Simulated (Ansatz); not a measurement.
# Effect of uniaxial stress, 0.5 GPa tension along x on CsSnI3

Start from CsSnI3 in the cubic perovskite structure (space group Pm-3m, No. 221; a = 6.225 Å). Axes: x, y, z lie along the cube axes.

It is then changed as follows: uniaxial stress, 0.5 GPa tension along x; all other stress components relax to zero.

The values are results of Ansatz (a quantum-chemistry and plane-wave program) r2SCAN, without spin-orbit coupling, earlier PAW set, not measurements. Γ-centred 6×6×6 mesh, Fermi–Dirac width 0.05 eV.

The volume per atom grows by 0.50 Å³, from 48.25 Å³ to 48.75 Å³ and the shortest interatomic distance drops by 0.005 Å to 3.108 Å. The energy grows by 1.0 meV/atom and the band gap drops by 0.02 eV, from 0.46 eV to 0.44 eV. The gap character amounts to direct at A and the hole mass goes from 0.042 mₑ (at R) to 0.047 mₑ (at R). The strain response (xx, yy, zz) amounts to (+1.33, −0.15, −0.15) %.

Cost of the whole job for the changed cell (relaxation, final SCF and bands): roughly 8 core-minutes.

With I present, leaving out spin-orbit coupling can change the band edges. Effective masses come from finite differences of ±0.01 Å⁻¹. Beyond what the load breaks, stability against distortions was not tested. Many cubic perovskites are stable only at high temperature; tilts and polar distortions were not tested. k-point labels follow each cell's own Brillouin zone.
